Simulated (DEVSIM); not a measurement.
System: Schottky contact on p-type In0.53Ga0.47As, at 300 K.

```tsv
layer (left to right)	material	thickness (μm)	Na (cm⁻³)	τn (s)	τp (s)
1	In0.53Ga0.47As	5.50	1.5e16	4e-10	4e-10
```

Left contact: Schottky, work function 4.98 eV, emission velocity 5.6e6 cm/s. Right contact: ohmic. Voltage is applied to the left contact. Recombination: SRH at mid-gap, Auger. Mobility is μmin + (μ − μmin)/(1 + (N/Nref)^α).

The device is made up for the run: typed textbook-type constants, with dimensions and the other settings drawn at random. Values at 300 K.

```tsv
parameter	In0.53Ga0.47As
gap (eV)	0.74
affinity (eV)	4.51
permittivity	13.9
Nc (cm⁻³)	2.1e17
Nv (cm⁻³)	7.7e18
μn (cm²/Vs)	12000
μp (cm²/Vs)	300
μn,min	300
μp,min	10
Nref,n	1.3e17
Nref,p	4.9e17
αn	0.48
αp	0.4
Cn (cm⁶/s)	5e-29
Cp (cm⁶/s)	5e-29
```

Model (solved in DEVSIM): 1D drift-diffusion, Boltzmann statistics, complete ionisation; no tunnelling, impact ionisation, image-force lowering or self-heating. Metal contacts follow the ideal Schottky-Mott rule: no Fermi-level pinning, no interface dipoles.

Problem. Tabulate band edges, carrier densities and field at zero bias.

Solution. Energies count from the Fermi level of the right contact; mesh points crowd at the junctions.

| x (μm) | Ec (eV) | Ev (eV) | n (cm⁻³) | p (cm⁻³) | field (V/cm) |
|---|---|---|---|---|---|
| 0.000 | 0.470 | -0.270 | 2.7e9 | 2.2e14 | 18000 |
| 0.01208 | 0.490 | -0.250 | 1.2e9 | 4.9e14 | 16000 |
| 0.03243 | 0.519 | -0.221 | 4.1e8 | 1.5e15 | 12000 |
| 0.06067 | 0.546 | -0.194 | 1.4e8 | 4.2e15 | 7500 |
| 0.1194 | 0.571 | -0.169 | 5.4e7 | 1.1e16 | 2000 |
| 0.1999 | 0.578 | -0.162 | 4.1e7 | 1.4e16 | 240 |
| 0.3117 | 0.579 | -0.161 | 4.0e7 | 1.5e16 | 12 |
| 0.5677 | 0.579 | -0.161 | 4.0e7 | 1.5e16 | ≈ 0 |
| 0.8629 | 0.579 | -0.161 | 4.0e7 | 1.5e16 | ≈ 0 |
| 1.305 | 0.579 | -0.161 | 4.0e7 | 1.5e16 | ≈ 0 |
| 1.968 | 0.579 | -0.161 | 4.0e7 | 1.5e16 | ≈ 0 |
| 3.258 | 0.579 | -0.161 | 4.0e7 | 1.5e16 | ≈ 0 |
| 4.012 | 0.579 | -0.161 | 4.0e7 | 1.5e16 | ≈ 0 |
| 4.555 | 0.579 | -0.161 | 4.0e7 | 1.5e16 | ≈ 0 |
| 4.952 | 0.579 | -0.161 | 4.0e7 | 1.5e16 | ≈ 0 |
| 5.157 | 0.579 | -0.161 | 4.0e7 | 1.5e16 | ≈ 0 |
| 5.279 | 0.579 | -0.161 | 4.0e7 | 1.5e16 | ≈ 0 |
| 5.361 | 0.579 | -0.161 | 4.0e7 | 1.5e16 | ≈ 0 |
| 5.431 | 0.579 | -0.161 | 4.0e7 | 1.5e16 | ≈ 0 |
| 5.462 | 0.579 | -0.161 | 4.0e7 | 1.5e16 | ≈ 0 |
| 5.483 | 0.579 | -0.161 | 4.0e7 | 1.5e16 | ≈ 0 |
| 5.500 | 0.579 | -0.161 | 4.0e7 | 1.5e16 | ≈ 0 |
